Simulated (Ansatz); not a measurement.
Start from Se (space group P3_121, No. 152; made of chains).

```yaml
crystal:
  lattice:
    - [4.52940, 0.00000, 0.00000]
    - [-2.26470, 3.92257, 0.00000]
    - [0.00000, 0.00000, 5.04244]
  atoms:
    - { symbol: Se, position: [0.21841, 0.00000, 0.83333] }
    - { symbol: Se, position: [0.00000, 0.21841, 0.16667] }
    - { symbol: Se, position: [0.78159, 0.78159, 0.50000] }
```

Cartesian axes are those of the cell as printed.

Level of theory: PBE (Ansatz, a quantum-chemistry and plane-wave program), without spin-orbit coupling, earlier PAW set.

The change: an isotropic linear strain of +0.66 %; the atoms relax in the strained cell.

Q: Predict the stress tensor and what it implies for the stiffness.

A: Stress of the strained cell less that of the base (GPa, compression positive):
```
  -0.11    0.00    0.00
   0.00   -0.11    0.00
   0.00    0.00   -0.57
```

Then B = −ΔP/(ΔV/V₀) with ΔV/V₀ = 0.0199 gives secant stiffness values (nonlinear terms included at this strain): B (at held cell shape, above the free-shape value) ≈ 13 GPa.

No phonon test of stability was made. No dispersion term is included, though the crystal is made of layers, chains or molecules, so its spacings can come out too wide.
